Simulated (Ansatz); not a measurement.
For zinc-blende SrO (model structure), rVV10 in Ansatz (PAW) gives:

```
Property                       Result
---------------------  --------------
lattice constant a            5.614 Å
enthalpy of formation  -2.771 eV/atom
```

Q: What does r²SCAN (Ansatz, an electronic-structure program, plane waves, PAW) give for the same quantities?

A: 
- lattice constant a: 5.584 Å (shrinks by 0.5 %)
- formation enthalpy: -2.768 eV/atom (moves by +0.003 eV/atom)

Changes are worked out from the printed values.

Unless a cell is named, each level is at its own relaxed cell (rVV10 22.11, r²SCAN 21.77 Å³/atom).

Ansatz's density-functional and Hartree–Fock values are scalar-relativistic unless marked +SOC, with PAW data made under PBE.

A model structure was made by putting elements into a prototype or built by hand; it is no filed structure, need not be a known phase, and can be a saddle point held by its symmetry.
